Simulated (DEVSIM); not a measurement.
**Schottky contact on n-type Si**

Device: Schottky contact on n-type Si, at 300 K.

| layer (left to right) | material | thickness (μm) | Nd (cm⁻³) | τn (s) | τp (s) |
|---|---|---|---|---|---|
| 1 | Si | 5.30 | 2.7e15 | 0.0005 | 0.005 |
| 2 | Si | 16.0 | 6.7e17 | 0.0005 | 0.0005 |

Left contact: Schottky, work function 4.9 eV, emission velocity 8.8e6 cm/s. Right contact: ohmic. Voltage is applied to the left contact. Recombination: SRH at mid-gap. Gap narrowing is on: ΔEg = 6.92 meV × (l + √(l² + 0.5)), l = ln(N/1.3e17 cm⁻³), shared equally by both band edges. Mobility is μmin + (μ − μmin)/(1 + (N/Nref)^α).

The device is made up for the run: typed textbook-type constants, with dimensions and the other settings drawn at random. Values at 300 K.

| parameter | Si |
|---|---|
| gap (eV) | 1.124 |
| affinity (eV) | 4.05 |
| permittivity | 11.7 |
| Nc (cm⁻³) | 2.86e19 |
| Nv (cm⁻³) | 3.1e19 |
| μn (cm²/Vs) | 1417 |
| μp (cm²/Vs) | 470 |
| μn,min | 52 |
| μp,min | 45 |
| Nref,n | 9.7e16 |
| Nref,p | 2.2e17 |
| αn | 0.68 |
| αp | 0.72 |

Simulated with DEVSIM: 1D drift-diffusion, Boltzmann statistics, complete ionisation; no tunnelling, impact ionisation, image-force lowering or self-heating. Metal contacts follow the ideal Schottky-Mott rule: no Fermi-level pinning, no interface dipoles.

| Quantity | Value |
|---|---|
| Potential step across the device at zero bias | 0.741 V |
| Dark forward voltage at 1 A/cm² | 0.411 V |
| Dark forward voltage at 100 A/cm² | 0.624 V |

Dark forward current:

(V (V), J (A/cm²)): (0.05, 9.5e-7); (0.10, 7.5e-6); (0.15, 5.2e-5); (0.20, 0.00035); (0.25, 0.0024); (0.30, 0.016); (0.35, 0.11); (0.40, 0.69); (0.45, 4.0); (0.50, 16); (0.55, 41); (0.60, 78); (0.65, 130); (0.70, 220); (0.75, 400); (0.80, 700); (0.85, 1100); (0.90, 1700); (0.95, 2200)

Small-signal capacitance in reverse bias (quasi-static):

```json
[
 {"V (V)": "-0.04", "C (nF/cm²)": "18.8"},
 {"V (V)": "-0.1", "C (nF/cm²)": "18.0"},
 {"V (V)": "-0.2", "C (nF/cm²)": "16.8"},
 {"V (V)": "-0.3", "C (nF/cm²)": "15.8"},
 {"V (V)": "-0.4", "C (nF/cm²)": "15.0"},
 {"V (V)": "-0.6", "C (nF/cm²)": "13.7"},
 {"V (V)": "-0.8", "C (nF/cm²)": "12.7"},
 {"V (V)": "-1", "C (nF/cm²)": "11.9"},
 {"V (V)": "-1.3", "C (nF/cm²)": "10.9"},
 {"V (V)": "-1.6", "C (nF/cm²)": "10.1"},
 {"V (V)": "-2", "C (nF/cm²)": "9.30"}
]
```
